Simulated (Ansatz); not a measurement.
SnO₂ (model structure, started from the tetragonal ZrO2 type, P4₂/nmc, No. 137, 6 atoms in the cell) was calculated with HSE06 (Ansatz, a program for electronic structure, PAW).

Run with plane-wave cutoff 460 eV, 6×6×4 k mesh (along the axes of the cell as run), Fermi–Dirac smearing 0.01 eV, scalar-relativistic PAW data made under PBE.

Cell (relaxed with PBEsol):

```cif
data_O4Sn2
_chemical_formula_sum 'Sn2 O4'
_space_group_name_H-M_alt 'P 1'
_space_group_IT_number 1
_cell_length_a 3.55766
_cell_length_b 3.55766
_cell_length_c 5.40230
_cell_angle_alpha 90.000
_cell_angle_beta 90.000
_cell_angle_gamma 90.000
loop_
_space_group_symop_operation_xyz
  'x, y, z'
loop_
_atom_site_label
_atom_site_type_symbol
_atom_site_fract_x
_atom_site_fract_y
_atom_site_fract_z
_atom_site_occupancy
Sn1 Sn 0.00000 0.00000 0.00000 1
Sn2 Sn 0.50000 0.50000 0.50000 1
O1 O 0.00000 0.50000 0.18203 1
O2 O 0.00000 0.50000 0.68203 1
O3 O 0.50000 0.00000 0.31797 1
O4 O 0.50000 0.00000 0.81797 1
```

Q: Predict the band gap and smallest direct gap on the k points sampled.

A: 
- band gap = 2.47 eV (on the SCF k mesh)
- smallest direct gap on the k points sampled = 2.67 eV

Note: the relaxation could raise the start's symmetry but not lower it, so the cell can be a saddle point; cell and atoms aren't relaxed at this level (largest force component 0.32 eV/Å, pressure -3.7 GPa).

Spin–orbit coupling is not included.

The computed numbers hold no vibrational or temperature effects.

It cost about 3 core-minutes (a rough figure) of CPU time.

A model structure was made by putting elements into a prototype or built by hand; it is no filed structure, need not be a known phase, and can be a saddle point held by its symmetry.
